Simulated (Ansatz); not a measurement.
# Nb in the bcc (W type) structure (space group Im-3m, No. 229)

Nb is taken in the cubic space group Im-3m (No. 229), the bcc (W type) structure, Pearson symbol cI2. Cell: a = b = c = 3.310 Å, α = β = γ = 90.00°. Nb on 2a has 8 Nb at 2.866 Å and 6 Nb at 3.310 Å. (Neighbours: up to the widest gap in distance over summed covalent radii, below 1.35, at either atom.)
(The calculation used a cell of 1 atom; values per cell refer to that cell.)

All numbers come from PBE (Ansatz, a first-principles code; PAW; 420 eV plane waves; scalar-relativistic without spin-orbit coupling). k-mesh 20×20×20 (Γ-centred); smearing 0.05 eV (Fermi–Dirac).

The volume per atom is 18.13 Å³ and the density is 8.51 g/cm³. The band gap comes out as zero. The total energy comes out as -4552.284 eV/atom (σ→0; compares only within this code and set-up).

Stability against distortions was not tested. The final runs are not spin-polarised.
